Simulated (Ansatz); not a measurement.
We consider LiTaO3 (Pnma, No. 62, 20 atoms in the cell; start mp-1105280; a measured phase of this formula has another space group), described by LDA in Ansatz (PAW).

Settings: plane-wave cutoff 520 eV, 8×4×8 k mesh (along the axes of the cell as run), Fermi–Dirac smearing 0.01 eV, scalar-relativistic PAW data made under PBE.

Cell (relaxed at this level):

```cif
data_Li4O12Ta4
_chemical_formula_sum 'Li4 Ta4 O12'
_space_group_name_H-M_alt 'P 1'
_space_group_IT_number 1
_cell_length_a 5.03438
_cell_length_b 8.03505
_cell_length_c 4.65837
_cell_angle_alpha 90.000
_cell_angle_beta 90.000
_cell_angle_gamma 90.000
loop_
_space_group_symop_operation_xyz
  'x, y, z'
loop_
_atom_site_label
_atom_site_type_symbol
_atom_site_fract_x
_atom_site_fract_y
_atom_site_fract_z
_atom_site_occupancy
Li1 Li 0.50000 0.00000 0.00000 1
Li2 Li 0.00000 0.00000 0.50000 1
Li3 Li 0.00000 0.50000 0.50000 1
Li4 Li 0.50000 0.50000 0.00000 1
Ta1 Ta 0.57060 0.25000 0.55467 1
Ta2 Ta 0.42940 0.75000 0.44533 1
Ta3 Ta 0.92940 0.75000 0.05467 1
Ta4 Ta 0.07060 0.25000 0.94533 1
O1 O 0.90631 0.25000 0.31438 1
O2 O 0.09369 0.75000 0.68562 1
O3 O 0.59369 0.75000 0.81438 1
O4 O 0.40631 0.25000 0.18562 1
O5 O 0.80568 0.09562 0.80075 1
O6 O 0.19432 0.90438 0.19925 1
O7 O 0.69432 0.90438 0.30075 1
O8 O 0.30568 0.09562 0.69925 1
O9 O 0.30568 0.40438 0.69925 1
O10 O 0.69432 0.59562 0.30075 1
O11 O 0.19432 0.59562 0.19925 1
O12 O 0.80568 0.40438 0.80075 1
```

Q: Estimate the band gap that the calculation returns.

A: 
band gap: 2.79 eV (on the SCF k mesh)

Note: the relaxation could not lower the start's symmetry, so the cell can be a saddle point above a distorted one.

Spin–orbit coupling is not included.

Static lattice: no zero-point or thermal effects.

It cost about 24 core-minutes (a rough figure) of CPU time.

A start named mp-… is a Materials Project structure, which need not be a measured phase.

Ansatz is a quantum-chemistry and plane-wave program.
